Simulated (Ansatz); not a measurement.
What pressure 60 GPa does to GaSb

Start from GaSb in the zinc blende structure (space group F-43m, No. 216; a = 6.2135 Å).

Modification: a hydrostatic pressure of 60 GPa.

Calculations: PBE, PAW, 420 eV (Ansatz, a quantum-chemistry and plane-wave program; scalar-relativistic without spin-orbit coupling). Settings: 13×13×13 k-points, 0.05 eV Fermi–Dirac smearing.

The volume per atom drops by 11.04 Å³, from 29.99 Å³ to 18.95 Å³ and the density goes up by 3.09 g/cm³ (5.30 g/cm³ → 8.39 g/cm³). The lattice parameter a decreases by 88.13 pm (621.4 pm → 533.2 pm) and the shortest interatomic distance falls by 38.2 pm (269.1 pm → 230.9 pm). The enthalpy H = E + PV relative to the base's energy amounts to +8.45 eV/atom and the band gap stays zero.

Final structure:

```yaml
crystal:
  lattice:
    - [0.00000, 2.66611, 2.66611]
    - [2.66611, 0.00000, 2.66611]
    - [2.66611, 2.66611, 0.00000]
  atoms:
    - { symbol: Sb, position: [0.75000, 0.75000, 0.75000] }
    - { symbol: Ga, position: [0.00000, 0.00000, 0.00000] }
```

Spin-orbit coupling, missing from the scalar runs, can matter with Sb. Load acts through the strain it causes; cell and atoms are relaxed under it. No phonon test of stability was made. Tetrahedral semiconductors of this kind turn to denser phases somewhere between about 1 and 50 GPa; those were not computed, so compressed cells here can lie past the real transition. The final runs are not spin-polarised. A zero or small gap of GaSb can be the functional's error rather than a property of the material.
